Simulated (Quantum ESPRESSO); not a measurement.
Band structure of MgSb₂ (Amm2, 6 atoms in the cell).

```yaml
crystal:
  lattice:
    - [5.43183, 0.00000, 0.00000]
    - [0.00000, 1.65186, 8.60040]
    - [0.00000, -1.65186, 8.60040]
  atoms:
    - { symbol: Mg, position: [0.50000, 0.89089, 0.89089] }
    - { symbol: Mg, position: [0.50000, 0.21758, 0.21758] }
    - { symbol: Sb, position: [0.00000, 0.99807, 0.99807] }
    - { symbol: Sb, position: [0.00000, 0.67201, 0.67201] }
    - { symbol: Sb, position: [0.00000, 0.33989, 0.33989] }
    - { symbol: Sb, position: [0.50000, 0.54821, 0.54821] }
```

Computed with PBEsol, SSSP 1.1.2 efficiency (PBE) pseudopotentials (plane waves; Quantum ESPRESSO).

Settings: ecutwfc = 40 Ry; ecutrho = 320 Ry; occupations = smearing; smearing = fermi-dirac; degauss = 0.0073499 Ry; input_dft = pbesol; potentials = {Mg: Mg.pbe-n-kjpaw_psl.0.3.0.UPF, Sb: sb_pbe_v1.4.uspp.F.UPF}; K_POINTS = automatic 3 5 5 0 0 0; nbnd = 44; conv_thr = 1e-11 Ry.

The starting cell comes from a database of computed structures (which also holds hypothetical and non-ambient phases and stackings), without a prior relaxation at this level. Spin-orbit coupling is off. The run gives no clean gap (levels at the Fermi energy touch, overlap or are partly filled at this smearing), which alone does not show that the compound is a metal.

Levels in eV from the Fermi level, bands 29 to 36:
```json
[
 {"point": "Γ", "29": "-2.69", "30": "-2.57", "31": "-2.05", "32": "1.51", "33": "2.32", "34": "2.48", "35": "2.98", "36": "3.06"},
 {"point": "X", "29": "-2.13", "30": "-1.90", "31": "-1.48", "32": "-1.15", "33": "-0.93", "34": "0.45", "35": "0.71", "36": "0.80"},
 {"point": "S", "29": "-2.10", "30": "-1.50", "31": "-1.49", "32": "-1.08", "33": "-0.51", "34": "-0.39", "35": "0.35", "36": "0.60"},
 {"point": "R", "29": "-3.24", "30": "-2.50", "31": "-0.86", "32": "-0.76", "33": "-0.52", "34": "-0.38", "35": "1.50", "36": "1.89"},
 {"point": "A", "29": "-3.37", "30": "-2.30", "31": "-1.76", "32": "-1.03", "33": "0.10", "34": "0.55", "35": "0.90", "36": "1.24"},
 {"point": "Z", "29": "-0.98", "30": "0.27", "31": "0.43", "32": "1.42", "33": "2.22", "34": "2.39", "35": "2.62", "36": "3.10"},
 {"point": "Y", "29": "-1.37", "30": "-1.10", "31": "-0.04", "32": "1.26", "33": "1.30", "34": "1.40", "35": "1.74", "36": "3.09"},
 {"point": "X1", "29": "-2.13", "30": "-1.90", "31": "-1.48", "32": "-1.15", "33": "-0.93", "34": "0.45", "35": "0.71", "36": "0.80"},
 {"point": "A1", "29": "-3.37", "30": "-2.30", "31": "-1.76", "32": "-1.03", "33": "0.10", "34": "0.55", "35": "0.90", "36": "1.24"},
 {"point": "T", "29": "0.15", "30": "0.55", "31": "1.44", "32": "1.57", "33": "1.87", "34": "2.08", "35": "3.10", "36": "3.40"}
]
```

Bands cross the Fermi level along this path, so the cell is metallic at this level.
